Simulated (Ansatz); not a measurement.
**Competing hops of Cu-vacancy pair in rock-salt TiN, neutral cell**

Defect migration in rock-salt TiN: Cu-vacancy pair (Cu on one host Ti site, one Ti site vacant), neutral cell. Calculation: PBE, PAW (plane waves to 420 eV; Ansatz, a first-principles code).

64-site cell at the relaxed PBE lattice, a 2×2×2 k-point mesh shifted by half a step, smearing 0.10 eV, spin-restricted, no finite-size correction. Energies are static. Forms of the defect that were not tried may lie lower.

Barriers: single points on a 4×4×4 k-point mesh shifted by half a step at the bands' geometries.

```
Route                                                                                                  Start site over the lowest site run (eV)  Hop (Å)  Forward barrier (eV)  Backward barrier (eV)     Neighbours at the start  Neighbours at the saddle                        Saddle order  Forward, on the band's own sampling (eV)
-----------------------------------------------------------------------------------------------------  ----------------------------------------  -------  --------------------  ---------------------  --------------------------  ------------------------  ----------------------------------  ----------------------------------------
the Cu atom itself jumps into the vacancy (Cu-vacancy distance between ideal sites 3.00 Å throughout)                                      0.00     1.80                  0.26                   0.26  2 N at 1.90, 2 N at 2.24 Å             2 N at 1.77 Å  not checked, on a symmetry element                                      0.25
```

Paths come from nudged elastic bands with a climbing image.  A band can be held on a symmetry element, so unchecked saddle points there may be too high.

The whole set of runs took around 4 core-hours (rough).
